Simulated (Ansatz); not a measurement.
Surface dipole of S on the unreconstructed (0001) surface of hcp Co, ferromagnetic against coverage, at the site 'hollow Co-Co-Co over Co at depth 2.0 Å', the lowest in the largest cell among the sites where it stayed whole and in place in three cells or more (slabs this thin don't tell apart sites within some 0.05 eV). Each cell holds one S; the change of the work function counts from the clean slab in the same cell, the adsorption energy from ⅛ S8(g) (no zero-point or thermal terms).

Level of theory: PBE (plane waves to 420 eV, PAW; Ansatz, a program for electronic structure).

Slabs of 4 planes (6.0 Å), the lower half held, dipole-corrected, Fermi-Dirac smearing 0.1 eV, no spin-orbit coupling.

| area an adsorbate A (Å²) | k-mesh | Δφ (eV) | E_ads (eV) | height (Å) | moment of the cell (μB) |
|---|---|---|---|---|---|
| 48.4 | 5x5 | 0.16 | -2.07 | 1.63 | 60.09 |
| 21.5 | 7x7 | 0.32 | -2.07 | 1.60 | 26.33 |
| 10.8 | 7x14 | -0.06 | -1.29 | 1.66 | 12.72 |
| 5.4 | 14x14 | -0.89 | 0.10 | 1.70 | 6.01 |

Question: Work out the dipole that each adsorbate adds along the outward normal, from the Helmholtz relation, and say how it changes with coverage.

Answer: A sheet of dipoles p at n = 1/A per area shifts the vacuum level, Δφ = −e n p/ε₀, so p = −ε₀ A Δφ/e with ε₀ = 0.005526 e/(V·Å) and 1 e·Å = 4.803 D. A = 48.4 Å²: p = -0.043 e·Å = -0.21 D. A = 21.5 Å²: p = -0.038 e·Å = -0.18 D. A = 10.8 Å²: p = 0.004 e·Å = 0.02 D. A = 5.4 Å²: p = 0.027 e·Å = 0.13 D. The dipole points into the surface at the lowest coverage (positive end inward, raising the work function) and changes sign, first at A = 10.8 Å².

Topping's model of dipoles that weaken each other is not fitted: it wants three cells n × n with a clear dipole that keeps its sign and shrinks with coverage.

Binding. From the thinnest to the densest layer E_ads moves by 2.16 eV: binding is weaker in the densest layer. The slabs are thin and the meshes differ from cell to cell, which leaves some hundredths of an eV open.
